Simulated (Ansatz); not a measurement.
## TiO2: stress against strain

TiO2 (anatase, I4_1/amd, 11.017 Å³/atom at rest, c along z) under a strain ε along a (axis x), the other axes held. LDA in Ansatz, a plane-wave DFT program (PAW, default set), 420 eV, 12×12×12 Γ-centred mesh, Fermi-Dirac smearing 0.05 eV; ions are relaxed within the symmetry of each cell. Stress is positive for a compressed cell.

Here s stands for strain and y for stress xx.

```csv
strain (%),stress xx (GPa)
-3.00,?
-1.20,4.89
-0.60,2.38
0.00,0.00
0.60,-2.27
1.20,-4.44
```

Fit y of the 5 rows that show it with a straight line. Means: s 0, y 0.112. About the means, the sum of products is -13.986 and the sum of squares of s is 3.6000; the slope is their ratio. Least squares gives y = 0.112 - 3.8850·s. Residuals (row less fit): 0.116, -0.063, -0.112, -0.051, 0.110; standard error 0.122 (degrees of freedom: 3). The slope gives the elastic constant C11 = 388 ± 6 GPa.

### Question
Estimate the missing y (s = -3.00); what did the run itself give?

### Answer
y = 0.112 - 3.8850 × (-3.0) = 11.767 GPa. The calculation gives 13.09 GPa, 1.323 GPa above the prediction (7.5 % of the range of y in the table). The row lies outside the fitted rows, so this is an extrapolation. From the scatter of the fitted rows alone, a prediction at this place has a standard error of 0.235 GPa, so the miss is 5.6 times that.

One order more, fitted to all 11 runs of the series, follows each within 0.01, so the miss is the next term of a smooth law. The primitive cell can neither tilt nor turn polar against its symmetry, as such crystals can under strain. TiO2 is here one of several forms; rutile is the usual stable one. Rows are the converged runs of the series near zero and its far end; series whose fitted rows scatter by over a few per cent of the range, as at a crossing or softening among them, aren't shown in this form. Most that stay on the fit to the last digits aren't either.
